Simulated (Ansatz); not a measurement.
The starting structures come from a database of crystals and need not be the phases stable at ambient conditions.

 Where the default PAW files enter, the runs use the earlier of Ansatz's two default sets.

Input:

```xyz
10
Lattice="3.3871 0.0000 0.0000 0.0000 8.3350 0.0000 1.6935 -2.7471 4.7444" Properties=species:S:1:pos:R:3 pbc="T T T"
K      1.6935     1.2356     3.1932
K      3.3871     4.3523     1.5512
Li     3.3871    -1.4159     3.2369
Li     1.6935     7.0037     1.5076
Zn     3.3871     1.2784     0.4186
Zn     1.6935     4.3095     4.3258
O      3.3871     3.2439     4.3786
O      1.6935     2.3440     0.3659
O      1.6935     5.9600     3.2072
O      3.3871    -0.3721     1.5373
```

Space group of this cell: C2/m. The cell is taken as given; by r2SCAN its mean pressure is -4.2 GPa.

Transport runs along the normal of the first two printed cell vectors.

The gap is the functional's own. No spin-orbit coupling. Mid-gap values are interpolated on the energy grid.

Problem. State the band gap and the smallest decay constant κ at mid-gap according to Ansatz (an electronic-structure program) with r2SCAN.

Solution. Gap 2.68 eV on a 10×4×10 mesh; κ = 0.302 1/Å, at the zone centre.
